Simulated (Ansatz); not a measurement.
A zone-centre phonon calculation of CdCo2N2 (C2/m, 5 atoms in the cell) with Ansatz (a first-principles code).

Computed with LDA (PW92), PAW files made with PBE (plane waves; Ansatz).

```yaml
crystal:
  lattice:
    - [2.65512, -1.53211, 0.00000]
    - [2.65512, 1.53211, 0.00000]
    - [-1.91309, 0.00000, 8.29973]
  atoms:
    - { symbol: Cd, position: [0.50000, 0.50000, 0.50000] }
    - { symbol: Co, position: [0.37077, 0.37077, 0.10323] }
    - { symbol: Co, position: [0.62923, 0.62923, 0.89677] }
    - { symbol: N, position: [0.27822, 0.27822, 0.84757] }
    - { symbol: N, position: [0.72178, 0.72178, 0.15243] }
```

Reference input (self-consistent single point, DFT, PBEsol, plane waves, PAW files made with PBE): kpoints.mp_grid.grid = 10 10 3; hamiltonian.xc = pbesol; hamiltonian.pseudopotentials = {kind: paw} (the program's default PAW files); scf.occupations.method = fermi_dirac; scf.occupations.width = 0.1 eV. This run's input differs from it in these lines:

Ansatz 0.2 input:
```diff
@@ -15,3 +15,3 @@
 hamiltonian:
-  xc: pbesol
+  xc: lda
   pseudopotentials:
@@ -23,6 +23,4 @@
     width: 0.1
-output:
-  forces: true
-  eigenvalues: true
-  stress: true
+phonons:
+  method: dfpt
```

Log, with long lists cut:

```
SCF iter   1: F=—  HF=-18990.912006 eV  |F-HF|=—  |Δ(HF+E_count)|=         —  Δρ=8.75e-2  dr2=4.84e0  ethr=3.10e-3  ⟨swp⟩=5.6  Hψ=11129  notcnv=0
all-band conjugate gradients solve this SCF's bands
preconditioner: auto → LDOS
SCF iter   2: F=—  HF=-18990.485795 eV  |F-HF|=—  |Δ(HF+E_count)|=   4.26e-1  Δρ=3.54e-2  dr2=8.70e-1  ethr=3.10e-3  ⟨swp⟩=2.6  Hψ=7196  notcnv=0  defer=2
   [... lines left out ...]
SCF iter  10: F=—  HF=-18990.254416 eV  |F-HF|=—  |Δ(HF+E_count)|=   1.43e-9  Δρ=1.28e-6  dr2=1.06e-9  ethr=1.01e-11  ⟨swp⟩=2.0  Hψ=4560  notcnv=0
SCF iter  11: F=—  HF=-18990.254416 eV  |F-HF|=—  |Δ(HF+E_count)|=  2.91e-11  Δρ=3.92e-7  dr2=8.97e-11  ethr=1.66e-12  ⟨swp⟩=2.0  Hψ=3896  notcnv=0
SCF iter  12: F=—  HF=-18990.254416 eV  |F-HF|=—  |Δ(HF+E_count)|=  7.28e-12  Δρ=1.55e-7  dr2=1.35e-11  ethr=1.00e-12  ⟨swp⟩=5.0  Hψ=13913  notcnv=0
SCF iter  13: F=-18990.254416 eV  HF=-18990.254416 eV  |F-HF|=7.28e-12  |Δ(HF+E_count)|=    0.00e0  Δρ=1.68e-8  dr2=1.83e-13  ethr=1.00e-12  ⟨swp⟩=5.0  Hψ=12628  notcnv=0
SCF 1 converged in 13 iterations: F = -18990.254416 eV  dr2 = 1.83e-13
DFPT response loops at Γ: preconditioner auto → Kerker (q_TF=auto, 2.704 Å⁻¹) (partly filled bands, converged f_vac=0.046) …
phonon interpolation: 10 periodic images of 8 blocks of the force constants (a block to an ordered pair of atoms and a translation) lie up to 2.31e-3 Å farther …
Free energy (F): -18990.254416 eV
Internal energy: -18990.168168 eV  (E = F + TS)
E sigma→0 (E₀):  -18990.211292 eV
Entropy (-TS):   -0.086249 eV (-17.250 meV/atom)
Fermi energy:    11.605461 eV
   [... lines left out ...]
  ASR residual: 2.056e-3 → 0.000e0 eV/Å²; symmetrization residual: 1.007e-5 eV/Å²
  ASR residual per site (eV/Å²): 7.23e-5 2.06e-3 2.06e-3 4.61e-4 4.61e-4
  Γ frequencies (cm⁻¹): -12.74 0.00 0.00 0.00 18.98 22.42 168.03 178.76 179.31 374.59 484.76 547.16 547.22 562.62 562.70
  non-analytic LO–TO correction: not included (Born effective charges unavailable; polar crystals: no LO–TO splitting at Γ)
```

The run converged in 13 iterations. 

Summary of the result:
- Free energy E − TS (on the zero of these files) = -18990.2544 eV
- Fermi level (on the code's own zero) = 11.61 eV
- Zone-centre frequencies (cm⁻¹; negative means imaginary) = -13, 0, 0, 0, 19, 22, 168, 179, 179, 375, 485, 547, 547, 563, 563

The starting cell comes from a database of computed structures (which also holds hypothetical and non-ambient phases and stackings), without a prior relaxation at this level. Spin polarisation is off, so a magnetic state, if there is one, cannot be reached.

Cost on one core of a shared machine: roughly 4 min.
